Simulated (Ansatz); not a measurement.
Total g(r) from a molecular-dynamics run [in the run: one k-point, which a denser mesh shifts by -0.4 GPa in pressure and 0.08 eV/Å in forces]. These are PBE (plane waves, PAW; Ansatz, a quantum-chemistry and plane-wave program) values and carry that method's errors.

```
r (Å) | g(r)
     1.02 |  0.00
     1.14 |  0.00
     1.26 |  0.00
     1.38 |  0.00
     1.50 |  0.00
     1.62 |  0.00
     1.74 |  0.00
     1.86 |  0.00
     1.98 |  0.00
     2.10 |  0.00
     2.22 |  0.00
     2.34 |  0.00
     2.46 |  0.00
     2.58 |  0.00
     2.70 | ## 0.47
     2.82 | ############################## 6.83
     2.94 | ################## 4.12
     3.06 | # 0.20
     3.18 | ##### 1.19
     3.30 | ################# 3.90
     3.42 | ###### 1.41
     3.54 |  0.05
     3.66 |  0.00
     3.78 |  0.00
     3.90 |  0.00
     4.02 |  0.00
     4.14 |  0.00
     4.26 |  0.00
     4.38 |  0.00
     4.50 | ## 0.35
     4.62 | ############## 3.18
     4.74 | ############ 2.73
     4.86 | # 0.25
```

Q: Which system gave this curve?
(A) Ta (bcc), crystal, 303 K, 4.0 GPa
(B) CoSi (B20 type), crystal, 292 K, 9.7 GPa
(C) Li (bcc), crystal, 438 K
(D) Si15B, liquid, 1782 K

A: A, Ta (bcc), crystal, 303 K, 4.0 GPa
